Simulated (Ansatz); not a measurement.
# Si: stress against strain

Si (diamond, Fd-3m, 20.172 Å³/atom at rest) under an equal strain ε in the (111) plane with the normal axis free, as in a coherent film. r2SCAN in Ansatz, a plane-wave DFT program (PAW, default set), 500 eV, 10×10×10 Γ-centred mesh, Fermi-Dirac smearing 0.05 eV; ions are relaxed within the symmetry of each cell. Stress is positive for a compressed cell.

Here s stands for strain and y for stress xx.

```csv
strain (%),stress xx (GPa)
-1.25,2.99
-0.83,1.96
-0.42,0.98
0.00,0.00
0.42,-0.96
0.83,-1.86
1.25,-2.76
2.50,?
```

The 7 complete rows are fitted with a straight line, y against s. Means: s 0, y 0.050. About the means, the sum of products is -11.173 and the sum of squares of s is 4.8556; the slope is their ratio. Least squares gives y = 0.050 - 2.3010·s. Residuals (row less fit): 0.064, 0.000, -0.036, -0.050, -0.044, 0.000, 0.066; standard error 0.053 (degrees of freedom: 5). The slope gives the biaxial elastic modulus of this plane = 230 ± 2 GPa.

Question: Estimate the missing y (s = 2.50); what did the run itself give?

Answer: y = 0.050 - 2.3010 × 2.50 = -5.703 GPa. The calculation gives -5.28 GPa, 0.423 GPa above the prediction (5.1 % of the range of y in the table). The row lies outside the fitted rows, so this is an extrapolation. From the scatter of the fitted rows alone, a prediction at this place has a standard error of 0.083 GPa, so the miss is 5.1 times that.

One order more, fitted to all 13 runs of the series, follows each within 0.01, so the miss is the next term of a smooth law. Rows are the converged runs of the series near zero and its far end; series whose fitted rows scatter by over a few per cent of the range, as at a crossing or softening among them, aren't shown in this form. Most that stay on the fit to the last digits aren't either.
